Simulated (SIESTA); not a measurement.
Band structure of Tl2Pd (C2/c, 6 atoms in the cell).

```
CELL_PARAMETERS angstrom
      4.44427    -3.39927     0.00000
      4.44427     3.39927     0.00000
     -3.75125     0.00000     4.44635
ATOMIC_POSITIONS crystal
  Tl 0.49999 0.83217 0.16644
  Tl 0.50001 0.16783 0.83356
  Tl 0.16783 0.50001 0.33356
  Tl 0.83217 0.49999 0.66644
  Pd 0.00080 0.99920 0.25000
  Pd 0.99920 0.00080 0.75000
```

Method of the run: LDA PW92, numerical atomic orbitals DZP, PseudoDojo LDA standard norm-conserving potentials (rewritten from UPF to PSML) run with SIESTA.

Settings: XC.functional = LDA; XC.authors = PW92; potentials = PseudoDojo LDA standard; PAO.BasisSize = DZP; PAO.EnergyShift = 0.01 Ry; MeshCutoff = 350 Ry; kgrid.MonkhorstPack = 3 3 4; OccupationFunction = MP; OccupationMPOrder = 0; ElectronicTemperature = 136 meV; MaxSCFIterations = 150; SCF.Mixer.Method = Pulay; SCF.Mixer.Weight = 0.1; SCF.Mixer.History = 8.

The starting cell comes from a database of computed structures (which also holds hypothetical and non-ambient phases and stackings), without a prior relaxation at this level. Its lattice was rescaled by a random factor within 2.5 % of one. Spin-orbit coupling is off. Spin polarisation is off. Values carry the incompleteness of an atom-centred basis.

Levels in eV from the Fermi level, bands 41 to 46:
```tsv
point	41	42	43	44	45	46
X	-1.74	-1.72	-1.29	-1.23	1.39	1.40
Γ	-1.83	-1.61	-0.32	-0.18	-0.15	0.17
Y	-1.82	-1.79	-1.56	0.04	0.13	0.99
L	-1.74	-1.74	-1.27	-1.27	1.34	1.34
Z	-1.74	-1.72	-1.29	-1.23	1.39	1.40
N	-1.93	-1.93	-1.76	-0.20	0.96	3.52
M	-1.73	-1.73	-1.25	-1.25	1.46	1.46
R	-1.82	-1.79	-1.56	0.04	0.13	0.99
```

Bands cross the Fermi level along this path, so the cell is metallic at this level.

Higher empty bands are left out: an atom-centred basis made for the valence describes them poorly.
